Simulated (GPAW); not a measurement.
Band structure of GaCuSe₂ (I-42d, 8 atoms in the cell).

```yaml
crystal:
  lattice:
    - [-2.84339, 2.84339, 5.63850]
    - [2.84339, -2.84339, 5.63850]
    - [2.84339, 2.84339, -5.63850]
  atoms:
    - { symbol: Ga, position: [0.25000, 0.75000, 0.50000] }
    - { symbol: Ga, position: [0.50000, 0.50000, 0.00000] }
    - { symbol: Cu, position: [0.75000, 0.25000, 0.50000] }
    - { symbol: Cu, position: [0.00000, 0.00000, 0.00000] }
    - { symbol: Se, position: [0.12122, 0.12500, 0.49622] }
    - { symbol: Se, position: [0.87500, 0.37122, 0.99622] }
    - { symbol: Se, position: [0.62878, 0.62500, 0.50378] }
    - { symbol: Se, position: [0.37500, 0.87878, 0.00378] }
```

Computed with PBE, GPAW PAW datasets PBE (gpaw-data 1.0.1) (plane waves; GPAW).

Settings: mode = pw; ecut = 800 eV; xc = PBE; kpts = 3 3 3; mesh shift (steps) = 0 0 0; occupations.name = fermi-dirac; occupations.width = 0.05 eV; nbands = -12; convergence.forces = 0.001 eV/Å; symmetry.symmorphic = false; symmetry.tolerance = 0.0005; maxiter = 100; bandpath_npoints = 40.

The starting cell comes from a database of computed structures (which also holds hypothetical and non-ambient phases and stackings), without a prior relaxation at this level. Its lattice was rescaled by a random factor within 2.5 % of one. Spin polarisation is off. The run gives no clean gap (levels at the Fermi energy touch, overlap or are partly filled at this smearing), which alone does not show that the compound is a metal.

Levels in eV from the Fermi level, bands 23 to 30:
| point | 23 | 24 | 25 | 26 | 27 | 28 | 29 | 30 |
|---|---|---|---|---|---|---|---|---|
| Γ | -1.49 | -0.13 | -0.13 | -0.03 | 0.00 | 1.97 | 2.14 | 3.90 |
| X | -0.80 | -0.80 | -0.48 | -0.48 | 0.99 | 0.99 | 3.27 | 3.27 |
| Y | -0.83 | -0.83 | -0.67 | -0.67 | 1.26 | 1.26 | 3.74 | 3.74 |
| S | -1.36 | -1.13 | -0.73 | -0.56 | 1.81 | 2.16 | 2.48 | 3.42 |
| Z | -1.16 | -1.16 | -0.86 | -0.86 | 1.71 | 1.71 | 1.97 | 1.97 |
| S1 | -1.36 | -1.13 | -0.73 | -0.56 | 1.81 | 2.16 | 2.48 | 3.42 |
| N | -1.29 | -1.15 | -1.08 | -0.54 | 1.95 | 2.37 | 3.15 | 3.98 |
| P | -0.81 | -0.81 | -0.67 | -0.67 | 1.40 | 1.40 | 3.01 | 3.01 |
| Y1 | -0.83 | -0.83 | -0.67 | -0.67 | 1.26 | 1.26 | 3.74 | 3.74 |

No band crosses the Fermi level by more than 0.03 eV along this path.
